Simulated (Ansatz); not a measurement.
This Ansatz (a program for electronic structure) input is the reference run, YN in the rock salt structure (space group Fm-3m, No. 225), computed with Ansatz PBEsol, scalar-relativistic without spin-orbit coupling:

Ansatz 0.2 input:
```yaml
crystal:
  lattice:
    - [0, 2.4280829652, 2.4280829652]
    - [2.4280829652, 0, 2.4280829652]
    - [2.4280829652, 2.4280829652, 0]
  atoms:
    - { symbol: Y, position: [0, 0, 0] }
    - { symbol: N, position: [0.5, 0.5, 0.5] }
basis: { ecutwfc: 420, ecutrho_ratio: 4, xc_grid: 2, fft_grid_basis: typed }
kpoints: { mp_grid: { grid: [12, 12, 12] } }
hamiltonian:
  xc: pbesol
  dispersion: none
  pseudopotentials: { kind: paw }
scf: { occupations: { method: fermi_dirac, width: 0.05 }, convergence: { dr2_threshold: 0.0000000002 } }
output: { forces: true, stress: true }
checkpoint: { write: state.ck, write_every: 1000 }
```

Write the input for this change: the cell is stretched by 2.00 % along z with no lateral relaxation; the atoms relax in the strained cell.


Ansatz 0.2 input:
```yaml
crystal:
  lattice:
    - [0, 2.4280829652, 2.4766446245]
    - [2.4280829652, 0, 2.4766446245]
    - [2.4280829652, 2.4280829652, 0]
  atoms:
    - { symbol: Y, position: [0, 0, 0] }
    - { symbol: N, position: [0.5, 0.5, 0.5] }
basis: { ecutwfc: 420, ecutrho_ratio: 4, xc_grid: 2, fft_grid_basis: typed }
kpoints: { mp_grid: { grid: [12, 12, 12] } }
hamiltonian:
  xc: pbesol
  dispersion: none
  pseudopotentials: { kind: paw }
scf: { occupations: { method: fermi_dirac, width: 0.05 }, convergence: { dr2_threshold: 0.0000000002 } }
relax: { f_tol: 0.005, max_steps: 50 }
output: { forces: true, stress: true }
checkpoint: { write: state.ck, write_every: 1000 }
```
This is the input that was run.

No phonon test of stability was made.
